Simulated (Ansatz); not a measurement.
**PtGe: uniaxial strain ε_yy = +4.95 %**

Start from PtGe (space group Pnma, No. 62; a = 5.7716 Å, b = 3.7129 Å, c = 6.1281 Å). Axes: x, y, z lie along a, b, c of the conventional cell.

Perturbation: uniaxial strain ε_yy = +4.95 %, all other strain components held at zero; the atoms relax in the strained cell.

Calculations: r2SCAN (Ansatz, an electronic-structure program; PAW; 500 eV plane waves; without spin-orbit coupling), earlier PAW set. Γ-centred 8×13×8 mesh, Fermi–Dirac width 0.05 eV.

```tsv
quantity	base	changed	shift
volume per atom	16.42 Å³	17.23 Å³	+0.81 Å³
space group	Pnma (No. 62)	Pnma (No. 62)	–
shortest interatomic distance	2.480 Å	2.485 Å	+0.005 Å
energy relative to the base (free energy F)	0 meV/atom	+25 meV/atom	+25 meV/atom
band gap	zero	zero	–
stress (xx, yy, zz, yz, xz, xy; compression positive) (rough)	–	(-5.4, -9.6, -4.9, 0.0, 0.0, 0.0) GPa	–
```

Without a gap, meshes like the base's 8×13×8 leave anisotropic stresses uncertain by several tenths of a GPa, and small strain energies with them. Whether these cells are dynamically stable was not tested. All final runs are without spin polarisation.
